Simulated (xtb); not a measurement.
xtb 6.7.1, GFN2-xTB: C[Si](C)(O[SiH2]N)O[Si](F)(F)F, 21 atoms. The geometry is a generated start, not checked to be a minimum at this level.

* **run flags**: --grad
* **method**: GFN2-xTB
* **--acc**: 1 (default)
* **--etemp (K)**: 300 (default)
* **basis functions**: 72
* **valence electrons**: 68

```xyz
21

Si    -2.6627     1.6308    -0.6251
F     -2.6892     2.9936    -1.4165
F     -3.3452     1.8869     0.7783
F     -3.6535     0.6390    -1.3600
O     -1.1857     1.1047    -0.5233
Si    -0.3713    -0.1764     0.1529
C     -1.0243    -1.7662    -0.6424
C     -0.5957    -0.0815     2.0306
O      1.1460     0.1319    -0.2820
Si     2.6495    -0.5089    -0.2743
N      3.6433     0.8504    -0.5872
H     -2.0790    -1.9175    -0.4308
H     -0.9136    -1.7283    -1.7239
H     -0.4857    -2.6394    -0.2877
H     -0.0531    -0.8733     2.5380
H     -0.2272     0.8673     2.4145
H     -1.6421    -0.1618     2.3123
H      2.6429    -1.5868    -1.2694
H      2.9366    -1.0170     1.0653
H      4.6333     0.7473    -0.7239
H      3.2768     1.6052    -1.1455
```

One run each on 1 thread. Values of broydamp tried: 0.02, 0.05, 0.1, 0.2, 0.4 (default), 0.6, 0.8, 1.

**Question.** Which value of broydamp needs the fewest SCC iterations, and what happens away from it?

**Answer.** Fewest SCC iterations, within one of each other: 0.4 (default) with 14, 0.6 with 14, 0.8 with 14, 1 with 15. The count rises to 24 at 0.02. All converge to one solution.

| broydamp | SCC iterations | end |
|---|---|---|
| 0.02 | 24 | same solution |
| 0.05 | 22 | same solution |
| 0.1 | 19 | same solution |
| 0.2 | 16 | same solution |
| 0.4 (default) | 14 | same solution |
| 0.6 | 14 | same solution |
| 0.8 | 14 | same solution |
| 1 | 15 | same solution |
